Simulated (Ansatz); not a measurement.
```xyz
142
Lattice="5.4693 -0.0002 -0.1040 5.4670 16.4090 -0.2603 -0.9710 2.0348 25.4237" Properties=species:S:1:pos:R:3 pbc="T T T"
Si     5.1577    16.1383     1.5452
Si     2.4664     2.6398     1.7499
Si     5.2073     5.3986     1.6661
Si     2.4725     8.1356     1.7047
Si     5.0809    10.6111     1.7252
Si     7.9598    13.5872     1.5902
Si     0.7280     1.5012     0.6472
Si     4.0702     3.7450     0.3911
Si     5.8981     7.4653     0.5551
Si     3.3577     9.8196     0.2077
Si     6.4939    12.0766     0.5828
Si     9.7720    14.2368     0.1601
Si     7.9925    16.3312     4.3144
Si     5.2503     2.6186     4.3555
Si     2.5075     5.3940     4.5059
Si     5.2261     8.0572     4.4371
Si     7.9483    10.8409     4.3596
Si     5.2728    13.5601     4.3404
Si     3.8231     1.1854     3.0635
Si     1.1577     4.0557     3.1260
Si     3.8327     6.7221     3.0527
Si     6.5749     9.4021     3.0676
Si     3.8407    12.1684     3.0485
Si     6.6308    14.9680     2.9732
Si     5.3112    16.3271     7.0573
Si     2.5591     2.6556     7.2264
Si     5.2842     5.3554     7.1525
Si     2.5599     8.1278     7.1999
Si     5.2821    10.8660     7.1374
Si     8.0366    13.6056     7.0446
Si     1.1524     1.2996     5.8985
Si     3.9095     3.9831     5.7902
Si     6.6247     6.7352     5.7946
Si     3.8976     9.4810     5.7925
Si     6.6308    12.2220     5.7407
Si     9.3885    14.9428     5.6256
Si     8.1147    16.3269     9.7458
Si     5.3288     2.6751     9.9060
Si     2.5965     5.3990     9.9418
Si     5.3596     8.1215     9.8468
Si     8.0681    10.9250     9.7912
Si     5.3431    13.6454     9.8878
Si     3.9499     1.2848     8.5773
Si     1.2081     4.0253     8.6116
Si     3.9478     6.7449     8.5321
Si     6.6954     9.5109     8.4716
Si     3.9576    12.2743     8.5182
Si     6.6935    14.9689     8.4372
Si     5.4603    16.4968    12.5770
Si     2.6118     2.6257    12.7018
Si     5.3695     5.3913    12.6175
Si     2.7036     8.2302    12.5524
Si     5.3926    10.8560    12.5908
Si     8.1102    13.6660    12.5958
Si     1.2756     1.3065    11.3074
Si     3.9565     4.0243    11.3039
Si     6.7407     6.7728    11.2311
Si     4.0324     9.5566    11.1640
Si     6.7449    12.2726    11.2308
Si     9.4882    15.0406    11.2063
Si     8.8882    15.8928    14.9774
Si     4.8826     3.3292    15.6274
Si     2.4807     5.5430    15.0515
Si     5.9025     7.6310    15.1557
Si     7.8074    11.2211    15.2111
Si     5.2755    13.8497    15.2096
Si     4.1160     1.4836    14.1329
Si     1.1467     3.8770    14.0714
Si     4.0349     6.8618    13.9055
Si     6.8153     9.4781    13.9046
Si     4.0553    12.2177    13.9697
Si     6.8134    15.1416    13.9736
Ni     1.0254     3.1714    19.1363
Ni     1.0247     6.6251    19.3157
Ni     6.5261     9.7793    19.1582
Ni     6.4992    12.7321    19.1355
Ni     6.5044    16.3130    18.9137
Ni     1.6384     3.4279    16.4634
Ni     1.6673     6.5586    16.8364
Ni     7.1771     9.2819    16.2691
Ni     7.0834    12.9337    16.4989
Ni     7.1225    16.0332    16.4030
Ni     3.7290     1.5106    16.5010
Ni     3.7320     4.9575    16.8150
Ni     3.8461     7.6453    16.3104
Ni     4.1645    11.9478    16.4292
Ni     3.7469    14.4610    16.7791
Ni     9.9770    17.9612    18.8471
Ni     4.4249     4.8147    19.3102
Ni     4.4593     8.3655    19.4128
Ni     4.4444    11.1129    19.0967
Ni     4.4355    14.5950    19.2745
Si     3.1691     3.1681    18.1655
Si     3.2782     6.6523    18.4254
Si     3.6598     9.7688    17.3315
Si     3.1748    12.8615    18.3329
Si     8.6978    16.2658    17.9925
Si     0.5368     1.5270    17.3157
Si     0.4060     4.9301    17.6744
Si     5.7278     8.1320    17.5745
Si     6.0942    11.0739    17.2913
Si     5.9064    14.5061    17.5823
Ni     1.0348     3.2231    24.2346
Ni     1.1219     6.1861    24.5507
Ni     6.6983     9.9527    24.6167
Ni     6.5767    13.2515    24.2305
Ni     6.6803    16.1401    24.4532
Ni     1.7550     3.1021    21.7659
Ni     1.7239     6.6147    21.7606
Ni     7.2778     9.7094    22.0467
Ni     7.2418    12.9544    21.7145
Ni     7.2623    16.3699    21.4289
Ni     9.2812    17.9897    21.5972
Ni     3.7954     4.7813    21.8158
Ni     3.8441     8.2046    22.1016
Ni     3.8104    11.3229    22.1501
Ni     3.8184    14.6872    21.7497
Ni     4.5450    17.9506    24.5155
Ni     4.4850     4.7999    24.3053
Ni     4.4481     7.6636    24.7196
Ni     4.5330    11.4986    24.7263
Ni     4.5163    14.9222    24.2191
Si     3.1996     3.1135    23.5836
Si     3.1154     6.3653    23.4504
Si     3.3584     9.6626    23.9494
Si     3.2876    13.1600    23.5779
Si     8.6162    16.4661    23.2097
Si     5.0810     3.1418    20.8276
Si     4.9783     6.5760    20.9238
Si     5.1724     9.8240    21.0569
Si     4.9918    12.8522    20.8538
Si     5.0594    16.3627    20.6944
Si     6.0090    17.7930    22.7611
Si     0.5640     4.8638    22.7361
Si     6.0477     8.0638    23.1659
Si     5.9967    11.4148    22.9284
Si     6.0479    14.7734    22.5584
Si     7.8357    17.9760    19.7992
Si     2.2335     4.8455    20.1593
Si     2.3744     8.2770    20.2808
Si     7.9260    11.2186    20.1932
Si     7.6943    14.5632    19.9621
```

The first 72 atoms are the substrate (Si), the rest the film (NiSi).

Method: PBE (plane waves to 420 eV, PAW; Ansatz, a program for electronic structure). Scalar-relativistic, without spin–orbit coupling; the runs are not spin-polarised; PBE gaps are too small against experiment. Its k-point mesh 5×2×1, Fermi–Dirac width 0.05 eV.

Task: Describe the bonding at the interfaces and give the barriers.

Result: A periodic stack without vacuum, MnP-type NiSi (1 0 0) on silicon (0 0 1) (film strained to the substrate, faces as cut): substrate slab Si72, film Ni40Si30, surface cells [[0, -1], [6, 2]] and [[0, -1], [5, -1]], film strained by -2.6 and -2.4 %, faces Si/Si and Ni/Ni as cut (like faces can put a slab off its formula).
- interface area = 89.8 Å²
- period = 25.42 Å
- gaps between the outermost planes at the two interfaces = 0.70 and 0.87 Å
- Ni–Si contacts across the interfaces within 1.22 times the sum of covalent radii = 48, mean 2.39 Å
- Si–Si contacts across the interfaces within 1.22 times the sum of covalent radii = 9, mean 2.56 Å
- hole barrier (PBE) = 0.26 eV
- electron barrier (PBE) = 0.35 eV
